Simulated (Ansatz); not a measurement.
An Ansatz (an electronic-structure program) input (r2SCAN, PAW, 500 eV (Ansatz; spin-orbit coupling left out), earlier PAW set):

Ansatz 0.2 input:
```yaml
crystal:
  lattice:
    - [0, 2.2495281365, 2.2495281365]
    - [2.2495281365, 0, 2.2495281365]
    - [2.2495281365, 2.2495281365, 0]
  atoms:
    - { symbol: Mg, position: [0, 0, 0] }
basis: { ecutwfc: 500, ecutrho_ratio: 4, xc_grid: 4, fft_grid_basis: typed }
kpoints: { mp_grid: { grid: [18, 18, 18] } }
hamiltonian:
  xc: r2scan
  dispersion: none
  pseudopotentials: { azcp: { folder: ./paw }, kind: paw }
scf: { occupations: { method: fermi_dirac, width: 0.05 }, convergence: { dr2_threshold: 0.0000000001 } }
output: { forces: true, stress: true }
checkpoint: { write: state.ck, write_every: 1000 }
```

Which symmetry and how many k-points will the program report, and about how many plane waves at Γ?

Space group Fm-3m (ITA 225) with 48 operations, k-points 195 of 5832, and 561 plane waves at Γ.

Whether these cells are dynamically stable was not tested. The cell was made from Ca by this change: Ca → Mg; the result is a model cell, its experimental status unchecked. This is not the structure that Mg has at room temperature and ambient pressure.
